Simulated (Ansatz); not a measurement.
## Input and output of a self-consistent single point for ReRu (Pmma, 4 atoms in the cell) (Ansatz)

Level of theory: PBE (plane waves, PAW; Ansatz, a program for electronic structure).

This input was run:

Ansatz 0.2 input:
```yaml
crystal:
  lattice:
    - [4.230495, 0.000000, 0.000000]
    - [0.000000, 2.800460, 0.000000]
    - [0.000000, 0.000000, 4.319199]
  atoms:
    - { symbol: Ru, position: [0.750000, 0.500000, 0.312500] }
    - { symbol: Ru, position: [0.250000, 0.500000, 0.687500] }
    - { symbol: Re, position: [0.750000, 0.000000, 0.812500] }
    - { symbol: Re, position: [0.250000, 0.000000, 0.187500] }
basis:
  ecutwfc: 420.0
kpoints:
  mp_grid: { grid: [9, 14, 9] }
hamiltonian:
  xc: pbe
  pseudopotentials: { kind: paw }
scf:
  occupations: { method: methfessel_paxton, width: 0.272 }
output:
  forces: true
  eigenvalues: true
  stress: true
```

Output, abridged:

```
WARN ansatz: RAYON_NUM_THREADS=1 ignored (pool sized by the plan → 1); use --threads N
Pseudopotentials: kind: paw
Pseudopotential: Ru, paw, valence charge 16
Pseudopotential: Re, paw, valence charge 15
Crystal: 4 atoms, lattice volume = 51.171 Å³
Basis set: ecut = 420 eV, 1013 PW (Γ), exchange–correlation on 60×40×60 points (8 copies of the dense FFT grid, shifted against one another)
Bands: 38, of which v1, the nominal top of the filled ones, is band 31 counted from 1 (30 counted from 0)
Symmetry: 8 space group operations
Space group: Pmma (ITA 51), of the structure as read, at distance tolerance 3.7e-5 Å
k-points: 200 of 1134
Initial density: superposition of atomic densities (neutral atoms: chi_scale 0, normalization atom), corrected by the library's trained network
Initial wavefunctions: pseudopotential atomic-orbital guess
Eigensolver: davidson
Functional: x = pbe(κ = 0.804, μ = 0.2195149727645171), c = pbe(β = 0.06672455060314922)
SCF iter   1: F=—  HF=-33492.425484 eV  |F-HF|=—  |Δ(HF+E_count)|=         —  Δρ=9.34e-3  dr2=2.22e-2  ethr=1.77e-3  ⟨swp⟩=5.1  Hψ=26013  notcnv=0
all-band conjugate gradients solve this SCF's bands
preconditioner: auto → Kerker (q_TF=auto, 2.817 Å⁻¹)
SCF iter   2: F=—  HF=-33492.426018 eV  |F-HF|=—  |Δ(HF+E_count)|=   5.34e-4  S|Δr|=    0.00e0  Δρ=5.26e-3  dr2=7.33e-3  ethr=3.58e-5  ⟨swp⟩=1.9  Hψ=11252  notcnv=0
SCF iter   3: F=—  HF=-33492.426699 eV  |F-HF|=—  |Δ(HF+E_count)|=   6.82e-4  S|Δr|=    0.00e0  Δρ=5.52e-4  dr2=1.43e-4  ethr=1.18e-5  ⟨swp⟩=2.0  Hψ=11811  notcnv=0
SCF iter   4: F=—  HF=-33492.426671 eV  |F-HF|=—  |Δ(HF+E_count)|=   2.84e-5  S|Δr|=    0.00e0  Δρ=9.39e-5  dr2=3.09e-6  ethr=2.31e-7  ⟨swp⟩=2.0  Hψ=11868  notcnv=0
SCF iter   5: F=—  HF=-33492.426611 eV  |F-HF|=—  |Δ(HF+E_count)|=   6.05e-5  S|Δr|=    0.00e0  Δρ=3.29e-5  dr2=7.15e-7  ethr=4.98e-9  ⟨swp⟩=2.0  Hψ=13515  notcnv=0
SCF iter   6: F=-33492.426611 eV  HF=-33492.426611 eV  |F-HF|=1.01e-8  |Δ(HF+E_count)|=   9.87e-8  S|Δr|=    0.00e0  Δρ=8.21e-6  dr2=2.56e-8  ethr=1.61e-10  ⟨swp⟩=5.6  Hψ=31468  notcnv=0
SCF 1 converged in 6 iterations: F = -33492.426611 eV  dr2 = 2.56e-8
SCF converged after 6 iterations
Stability not checked (fill_not_monotonic)
Free energy (F): -33492.426611 eV
Harris-Foulkes:  -33492.426611 eV  (|F-HF|=1.01e-8)
Internal energy: -33492.426561 eV  (E = F + TS)
E sigma→0 (E₀):  -33492.426598 eV
Entropy (-TS):   -0.000049 eV (-0.012 meV/atom)
Fermi energy:    26.911303 eV
--- Per-component energies (eV) ---
  E_band       = -76.352449
  E_kinetic    = 2135.662075
  E_local      = -3688.619609  (includes V_loc(G=0)·N_el)
  E_nonlocal   = 784.804194
  E_hartree    = 1261.373356
  E_xc         = -1197.669400
  E_vxc        = -1098.124923  (∫ρ·V_xc dr)
  E_paw        = -24241.303375  (= ΣΔE_a)
  E_vpaw       = -732.816285  (= ΣTr[D̂ρ^β])
  E_aug_tail   = -0.000493  (compensation charges beyond the density's cutoff)
  E_ewald      = -8546.673309
  E_smearing   = -0.000049  (= −TS)
  E_closure    = -0.000000  (closes the sum)
  Σ components = -33492.426611   (vs F -33492.426611, Δ=0.00e0)
--- Forces (eV/Å), atoms counted from 1 ---
  atom   1  Ru    -0.00000000     0.00000000     0.86811007
  atom   2  Ru     0.00000000    -0.00000000    -0.86811007
  atom   3  Re     0.00000000     0.00000000     1.00310086
  atom   4  Re    -0.00000000    -0.00000000    -1.00310086
  max |Σ_I F_I| component: 4.44e-16 eV/Å
--- Stress (GPa, compression-positive) ---
       46.719851      -0.000000      -0.000000
       -0.000000      29.873490      -0.000000
       -0.000000      -0.000000      79.069796
  P = ⅓ Tr σ = 51.8877 GPa (518.877 kbar)
  The stress holds the Pulay correction. Without it, at fixed plane waves, as pw.x and ABINIT print it: P = 51.7304 GPa
--- Band table (eV; the first three rows and the last of 200) ---
  k-point 0: bands = ["-53.1441", "-53.0785", "-46.0853", "-46.0215", "-16.6523", "-16.6189", "-16.3033", "-16.1062", "-16.0930", "-15.9119", "-14.9912", "-14.8704", "-14.7636", "-14.7098", "-14.6742", "-14.6339", "17.1371", "19.4657", "19.6187", [...]
  k-point 1: bands = ["-53.1437", "-53.0788", "-46.0857", "-46.0217", "-16.6392", "-16.5846", "-16.2792", "-16.1096", "-16.0977", "-15.9133", "-14.9895", "-14.9050", "-14.7703", "-14.7120", "-14.7081", "-14.6326", "17.2891", "19.5738", "19.7065", [...]
  k-point 2: bands = ["-53.1424", "-53.0796", "-46.0866", "-46.0220", "-16.6021", "-16.4894", "-16.2146", "-16.1557", "-16.0741", "-15.9186", "-15.0002", "-14.9852", "-14.7980", "-14.7863", "-14.7185", "-14.6294", "17.7234", "19.8227", "19.9674", [...]
  k-point 199: bands = ["-53.0827", "-53.0727", "-46.0253", "-46.0142", "-16.6576", "-16.6236", "-16.6186", "-16.5833", "-15.9280", "-15.9048", "-14.9998", "-14.9909", "-14.9798", "-14.9609", "-14.8041", "-14.7795", "19.4333", "19.7122", "19.7448", [...]
```

The run converged in 6 iterations.

The starting cell was generated: these elements placed on a structure prototype, without a prior relaxation; it need not be a known phase or ordering of this composition. Its lattice was rescaled by a random factor within 2.5 % of one. Spin-orbit coupling is off. Spin polarisation is off. With a pressure of about 52 GPa the cell is away from its equilibrium volume at this level. Forces in this geometry exceed 1 eV/Å. Ansatz's pressure includes its estimate of the finite-basis (Pulay) stress.
